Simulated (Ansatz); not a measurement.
Take Y in the hcp (Mg type) structure (space group P6_3/mmc, No. 194; a = 3.652 Å, c = 5.703 Å; relaxed with 0.1 eV smearing) as the base. Axes: x lies along a and z along c of the hexagonal cell.

The values are results of Ansatz (a quantum-chemistry and plane-wave program), PBE, PAW, cutoff 420 eV, no spin-orbit coupling, not measurements.

One thing is altered: the cell is compressed by 1.50 % along z with no lateral relaxation, atoms relaxed at fixed cell.

Task: Predict the stress tensor and what it implies for the stiffness.

Result: Stress of the strained cell less that of the base (GPa, compression positive):
```
    0.3     0.0     0.0
    0.0     0.3     0.0
    0.0     0.0     1.2
```

Then −Δσ_ii/ε with ε = -0.0150 gives secant stiffness values (nonlinear terms included at this strain): C33 ≈ 81 GPa, C13 ≈ 22 GPa and C23 ≈ 22 GPa.

Stability against distortions was not tested. The final runs are not spin-polarised.
